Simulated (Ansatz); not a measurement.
Here is the system:

End structure of the (001) surface of MnP-type NiSi in its 1x1 cell (cut with top plane Si, bottom plane Si), outermost plane spacing 0.59 Å in the ideal cut:

```yaml
crystal:
  lattice:
    - [3.36339, 0.00000, 0.00000]
    - [0.00000, 5.17513, 0.00000]
    - [0.00000, 0.00000, 26.50000]
  atoms:
    - { symbol: Si, position: [0.75000, 0.68958, 0.31413] }
    - { symbol: Ni, position: [0.25000, 0.97951, 0.33082] }
    - { symbol: Ni, position: [0.25000, 0.48816, 0.35513] }
    - { symbol: Si, position: [0.75000, 0.18033, 0.37437] }
    - { symbol: Si, position: [0.25000, 0.81622, 0.41258] }
    - { symbol: Ni, position: [0.75000, 0.50602, 0.43425] }
    - { symbol: Ni, position: [0.75000, 0.00793, 0.45976] }
    - { symbol: Si, position: [0.25000, 0.32031, 0.48230] }
    - { symbol: Si, position: [0.75000, 0.67969, 0.51770] }
    - { symbol: Ni, position: [0.25000, 0.99207, 0.54024] }
    - { symbol: Ni, position: [0.25000, 0.49398, 0.56575] }
    - { symbol: Si, position: [0.75000, 0.18378, 0.58742] }
    - { symbol: Si, position: [0.25000, 0.81967, 0.62563] }
    - { symbol: Ni, position: [0.75000, 0.51184, 0.64487] }
    - { symbol: Ni, position: [0.75000, 0.02049, 0.66918] }
    - { symbol: Si, position: [0.25000, 0.31042, 0.68587] }
```

Model: 16-atom slab, Ni8Si8, 10.3 Å thick at the start (thin: gaps and levels are the slab's own), 11x7x1 mesh, Fermi-Dirac 0.1 eV, dipole correction, all atoms relaxed; start symmetry kept, larger cells not searched; no spin (magnetic order not tried), no spin-orbit, no U.

**Question.** What work function of the top face does PBE in Ansatz (a first-principles code) give?

**Answer.** 4.47 eV

**Question.** Estimate the surface energy (mean of both faces) that PBE returns for this input.

**Answer.** 1.86 J/m²
